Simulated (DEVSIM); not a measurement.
Structure: abrupt Si n-p junction, at 300 K.

```tsv
layer (left to right)	material	thickness (μm)	Nd (cm⁻³)	Na (cm⁻³)	τn (s)	τp (s)
1	Si	0.370	7.9e16	-	4.3e-7	4.3e-7
2	Si	21.0	-	3.6e17	1.3e-7	4.3e-7
```

Left contact: ohmic. Right contact: ohmic. Voltage is applied to the left contact. Recombination: SRH at mid-gap, Auger. Mobility is constant in doping.

This is a model device: material constants are rounded textbook-type values typed into the input, and sizes, dopings and lifetimes were drawn at random. Values at 300 K.

| parameter | Si |
|---|---|
| gap (eV) | 1.124 |
| affinity (eV) | 4.05 |
| permittivity | 11.7 |
| Nc (cm⁻³) | 2.86e19 |
| Nv (cm⁻³) | 3.1e19 |
| μn (cm²/Vs) | 1417 |
| μp (cm²/Vs) | 470 |
| Cn (cm⁶/s) | 2.8e-31 |
| Cp (cm⁶/s) | 9.9e-32 |

Simulated with DEVSIM: 1D drift-diffusion, Boltzmann statistics, complete ionisation; no tunnelling, impact ionisation, image-force lowering or self-heating.

Problem. Tabulate band edges, carrier densities and field at -0.9 V on the left contact.

Solution. Energies count from the Fermi level of the right contact; mesh points crowd at the junctions.

| x (μm) | Ec (eV) | Ev (eV) | n (cm⁻³) | p (cm⁻³) | field (V/cm) |
|---|---|---|---|---|---|
| 0.000 | 1.052 | -0.072 | 7.9e16 | 1500 | -230 |
| 0.02473 | 1.052 | -0.072 | 8.1e16 | 1.8e15 | -230 |
| 0.07151 | 1.051 | -0.073 | 8.4e16 | 5.0e15 | -210 |
| 0.1600 | 1.049 | -0.075 | 9.0e16 | 1.1e16 | -190 |
| 0.2929 | 1.047 | -0.077 | 9.8e16 | 1.9e16 | -98 |
| 0.3423 | 1.051 | -0.073 | 8.4e16 | 2.6e16 | 3900 |
| 0.3695 | 1.089 | -0.035 | 1.9e16 | 1.2e17 | 34000 |
| 0.4073 | 1.117 | -0.007 | 6.4e15 | 3.6e17 | 130 |
| 0.4737 | 1.117 | -0.007 | 6.3e15 | 3.7e17 | -51 |
| 0.6119 | 1.116 | -0.008 | 6.3e15 | 3.7e17 | -51 |
| 0.8995 | 1.115 | -0.009 | 6.3e15 | 3.7e17 | -51 |
| 1.817 | 1.110 | -0.014 | 6.2e15 | 3.7e17 | -51 |
| 3.408 | 1.102 | -0.022 | 6.1e15 | 3.7e17 | -51 |
| 6.720 | 1.085 | -0.039 | 5.8e15 | 3.7e17 | -51 |
| 14.67 | 1.044 | -0.080 | 4.3e15 | 3.6e17 | -52 |
| 18.16 | 1.026 | -0.098 | 2.7e15 | 3.6e17 | -52 |
| 19.90 | 1.017 | -0.107 | 1.4e15 | 3.6e17 | -53 |
| 20.68 | 1.012 | -0.112 | 7.4e14 | 3.6e17 | -53 |
| 21.12 | 1.010 | -0.114 | 2.7e14 | 3.6e17 | -53 |
| 21.27 | 1.009 | -0.115 | 1.2e14 | 3.6e17 | -53 |
| 21.33 | 1.009 | -0.115 | 4.3e13 | 3.6e17 | -53 |
| 21.37 | 1.009 | -0.115 | 320 | 3.6e17 | -53 |
